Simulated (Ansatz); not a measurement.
```yaml
crystal:
  lattice:
    - [6.19426, 0.00004, -0.00118]
    - [-0.00002, 4.37965, -0.05993]
    - [1.54168, 0.36951, 25.72159]
  atoms:
    - { symbol: C, position: [0.84183, 0.74926, 0.03026] }
    - { symbol: C, position: [0.33900, 0.77415, 0.02887] }
    - { symbol: C, position: [0.57353, 0.25966, 0.08796] }
    - { symbol: C, position: [0.07543, 0.26461, 0.08849] }
    - { symbol: C, position: [0.30947, 0.76507, 0.14814] }
    - { symbol: C, position: [0.80975, 0.76749, 0.14746] }
    - { symbol: C, position: [0.04452, 0.26597, 0.20827] }
    - { symbol: C, position: [0.54491, 0.26588, 0.20801] }
    - { symbol: C, position: [0.77979, 0.76588, 0.26820] }
    - { symbol: C, position: [0.27978, 0.76592, 0.26831] }
    - { symbol: C, position: [0.51487, 0.26571, 0.32837] }
    - { symbol: C, position: [0.01473, 0.26567, 0.32863] }
    - { symbol: C, position: [0.24971, 0.76535, 0.38855] }
    - { symbol: C, position: [0.74996, 0.76529, 0.38870] }
    - { symbol: C, position: [0.98473, 0.26644, 0.44931] }
    - { symbol: C, position: [0.48477, 0.26409, 0.44859] }
    - { symbol: C, position: [0.71896, 0.75816, 0.50878] }
    - { symbol: C, position: [0.22109, 0.76321, 0.50833] }
    - { symbol: C, position: [0.45532, 0.27168, 0.56778] }
    - { symbol: C, position: [0.95841, 0.24742, 0.56644] }
    - { symbol: Si, position: [0.32351, 0.01799, 0.08815] }
    - { symbol: Si, position: [0.82674, 0.01695, 0.08632] }
    - { symbol: Si, position: [0.58429, 0.52764, 0.03154] }
    - { symbol: Si, position: [0.09882, 0.52197, 0.02865] }
    - { symbol: Si, position: [0.79486, 0.01629, 0.20791] }
    - { symbol: Si, position: [0.29459, 0.01604, 0.20814] }
    - { symbol: Si, position: [0.05901, 0.51731, 0.14818] }
    - { symbol: Si, position: [0.55998, 0.51752, 0.14801] }
    - { symbol: Si, position: [0.26478, 0.01575, 0.32845] }
    - { symbol: Si, position: [0.76486, 0.01584, 0.32844] }
    - { symbol: Si, position: [0.52984, 0.51605, 0.26822] }
    - { symbol: Si, position: [0.02971, 0.51594, 0.26840] }
    - { symbol: Si, position: [0.73522, 0.01653, 0.44873] }
    - { symbol: Si, position: [0.23436, 0.01630, 0.44861] }
    - { symbol: Si, position: [0.99985, 0.51565, 0.38888] }
    - { symbol: Si, position: [0.49975, 0.51543, 0.38858] }
    - { symbol: Si, position: [0.21452, 0.02053, 0.56812] }
    - { symbol: Si, position: [0.70158, 0.02561, 0.56522] }
    - { symbol: Si, position: [0.46903, 0.51656, 0.50859] }
    - { symbol: Si, position: [0.97131, 0.51560, 0.51042] }
    - { symbol: Ni, position: [0.91800, 0.51655, 0.67890], spin: 0.7 }
    - { symbol: Ni, position: [0.25335, 0.15956, 0.67911], spin: 0.7 }
    - { symbol: Ni, position: [0.58451, 0.84709, 0.67712], spin: 0.7 }
    - { symbol: Ni, position: [0.92913, 0.02232, 0.63245], spin: 0.7 }
    - { symbol: Ni, position: [0.26113, 0.65509, 0.63136], spin: 0.7 }
    - { symbol: Ni, position: [0.58765, 0.35953, 0.63416], spin: 0.7 }
    - { symbol: Ni, position: [0.56249, 0.84079, 0.77369], spin: 0.7 }
    - { symbol: Ni, position: [0.89568, 0.50688, 0.77440], spin: 0.7 }
    - { symbol: Ni, position: [0.22915, 0.16903, 0.77461], spin: 0.7 }
    - { symbol: Ni, position: [0.57520, 0.34284, 0.72762], spin: 0.7 }
    - { symbol: Ni, position: [0.90661, 0.00815, 0.72674], spin: 0.7 }
    - { symbol: Ni, position: [0.24109, 0.66622, 0.72683], spin: 0.7 }
    - { symbol: Ni, position: [0.20541, 0.16577, 0.87020], spin: 0.7 }
    - { symbol: Ni, position: [0.54006, 0.84249, 0.86917], spin: 0.7 }
    - { symbol: Ni, position: [0.87095, 0.50786, 0.87015], spin: 0.7 }
    - { symbol: Ni, position: [0.21731, 0.66887, 0.82236], spin: 0.7 }
    - { symbol: Ni, position: [0.55015, 0.34066, 0.82312], spin: 0.7 }
    - { symbol: Ni, position: [0.88374, 0.00680, 0.82251], spin: 0.7 }
    - { symbol: Ni, position: [0.84613, 0.52183, 0.96444], spin: 0.7 }
    - { symbol: Ni, position: [0.17816, 0.15391, 0.96584], spin: 0.7 }
    - { symbol: Ni, position: [0.50605, 0.85866, 0.96251], spin: 0.7 }
    - { symbol: Ni, position: [0.85858, 0.01632, 0.91804], spin: 0.7 }
    - { symbol: Ni, position: [0.19377, 0.65882, 0.91785], spin: 0.7 }
    - { symbol: Ni, position: [0.52406, 0.34659, 0.91966], spin: 0.7 }
```

The first 40 atoms are the substrate (SiC-3C), the rest the film (Ni).

Method: PBE (plane waves to 420 eV, PAW; Ansatz, a program for electronic structure). Spin–orbit coupling is left out; PBE gaps are too small against experiment. Its k-point mesh 4×6×1, Fermi–Dirac width 0.05 eV.

Describe the bonding at the interfaces and give the barriers.

A periodic stack without vacuum, fcc Ni, ferromagnetic (1 1 0) on 3C silicon carbide (1 1 0) (film strained to the substrate, faces as cut; started ferromagnetic): substrate slab C20Si20, film Ni24, surface cells [[0, 2], [-1, 0]] and [[-1, 2], [-1, -1]], film strained by +1.6 and +1.6 %, faces CSi/CSi and Ni/Ni as cut (like faces can put a slab off its formula).
The interface area is 27.1 Å² and the period is 25.72 Å. The gaps between the outermost planes at the two interfaces comes out as 1.63 and 1.62 Å. The Ni–Si contacts across the interfaces within 1.22 times the sum of covalent radii comes out as 8, mean 2.33 Å and the C–Ni contacts across the interfaces within 1.22 times the sum of covalent radii comes out as 4, mean 1.97 Å. The hole barrier (PBE) is 0.81 eV. The electron barrier (PBE) is 0.56 eV.
